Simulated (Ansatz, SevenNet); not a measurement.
## 1T (CdI2-type) PtTe2: properties by level of theory

Reference values: lattice constant a 4.026 Å (measured, temperature not stated, no zero-point or thermal correction; as tabulated in Pelayo et al. (2023), arXiv:2312.15371); lattice parameter c 5.221 Å (measured, temperature not stated, no zero-point or thermal correction; as tabulated in Pelayo et al. (2023), arXiv:2312.15371).

```tsv
level (code)	lattice parameter a (Å)	c axis length (Å)
SevenNet-0	___	5.493
PBE (Ansatz)	___	5.381
PBE-D3(BJ) (Ansatz)	4.053	5.092
PBE-D4 (Ansatz)	4.054	5.092
HSE06 (Ansatz)	___	5.366
PBE0 (Ansatz)	4.030	___
```

Problem. Some entries are withheld; supply them.

Solution. 
- SevenNet-0, lattice parameter a (Å): 4.078
- PBE (Ansatz, a first-principles code), lattice parameter a (Å): 4.089
- HSE06 (Ansatz), lattice parameter a (Å): 4.038
- PBE0 (Ansatz), c axis length (Å): 5.464

Differences from the reference values (errors of the level alone only where the reference is corrected to a static lattice):

| level | lattice constant a (%) | lattice parameter c (%) |
|---|---|---|
| SevenNet-0 | +1.29 | +5.21 |
| PBE | +1.56 | +3.06 |
| PBE-D3(BJ) | +0.67 | -2.47 |
| PBE-D4 | +0.70 | -2.47 |
| HSE06 | +0.30 | +2.78 |
| PBE0 | +0.10 | +4.65 |

Nearest: lattice constant a, not ranked (reference at room or unstated temperature); lattice parameter c, not ranked (reference at room or unstated temperature).

Machine-learned potentials (SevenNet-0) are trained on DFT data: a solid inside that data is no test of them.

Caveats: for a layered or molecular solid the relaxed cell lies over 5 % above the published volume, where the minimum can be shallow (PBE); the cell comes from a level without a dispersion term, which matters for the spacing of layers, chains or molecules (PBE, HSE06, PBE0). Ansatz's density-functional and Hartree–Fock values are scalar-relativistic unless marked +SOC, with PAW data made under PBE.

Differences are worked out from the printed values.

The computed numbers hold no vibrational or temperature effects.
